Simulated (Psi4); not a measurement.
Psi4 1.11, HF/def2-tzvp: Ag(OH)(OH2) ([OH][Ag]<-[OH2]), 6 atoms. The geometry is a generated start, not checked to be a minimum at this level.

```yaml
task: energy
method: scf
basis: def2-tzvp
memory: 3 GB
maxiter: 100
keys_of_the_molecule_block: symmetry c1
scf_type: df (default)
diis_max_vecs: 10 (default)
e_convergence: 1e-06 (default)
d_convergence: 1e-06 (default)
effective_core_potentials: those of the basis set, past Kr
basis_functions: 120
```

```xyz
6

Ag     0.4532    -0.0346    -0.3690
O      2.2112    -0.2687    -1.3073
H      2.5339     0.4867    -1.8011
O     -1.5407     0.0007     0.8391
H     -1.6481     0.6191     1.5648
H     -2.0095    -0.8032     1.0735
```

Charge 0 and multiplicity 1 are set for this test and not shown to be the ground state.

With the defaults (damping_percentage = 0, level_shift = 0, level_shift_cutoff = 0.01, diis = true, scf_initial_accelerator = adiis, guess = auto, which took SAD, soscf = false, soscf_start_convergence = 0.01, diis_start = 1) it converges in 10 SCF iterations. One run each on 2 threads, with these changes:
- soscf = true, soscf_start_convergence = 0.001
- guess = huckel
- guess = sapgau
- level_shift = 0.5, level_shift_cutoff = 0.001
- damping_percentage = 60, diis = false, scf_initial_accelerator = none
- diis_start = 4
- damping_percentage = 60
- scf_initial_accelerator = ediis
- level_shift = 0.1, level_shift_cutoff = 0.001

**Question.** Which of these changes keep the SCF from converging, or lead it to another solution?

**Answer.** No convergence: damping_percentage = 60 (the run ends without SCF convergence in 100 iterations). The rest reach the solution of the defaults.

```json
[
 {"setting": "soscf = true, soscf_start_convergence = 0.001", "SCF iterations": "7", "JK calls": "23", "end": "same solution"},
 {"setting": "the defaults", "SCF iterations": "10", "JK calls": "11", "end": "same solution"},
 {"setting": "level_shift = 0.1, level_shift_cutoff = 0.001", "SCF iterations": "10", "JK calls": "11", "end": "same solution"},
 {"setting": "guess = huckel", "SCF iterations": "10", "JK calls": "28", "end": "same solution"},
 {"setting": "level_shift = 0.5, level_shift_cutoff = 0.001", "SCF iterations": "10", "JK calls": "11", "end": "same solution"},
 {"setting": "scf_initial_accelerator = ediis", "SCF iterations": "10", "JK calls": "11", "end": "same solution"},
 {"setting": "diis_start = 4", "SCF iterations": "12", "JK calls": "13", "end": "same solution"},
 {"setting": "guess = sapgau", "SCF iterations": "21", "JK calls": "21", "end": "same solution"},
 {"setting": "damping_percentage = 60, diis = false, scf_initial_accelerator = none", "SCF iterations": "80", "JK calls": "81", "end": "same solution"},
 {"setting": "damping_percentage = 60", "SCF iterations": "100", "JK calls": "101", "end": "no convergence"}
]
```

An SOSCF iteration holds several JK calls; a Hückel guess adds calls on atoms.
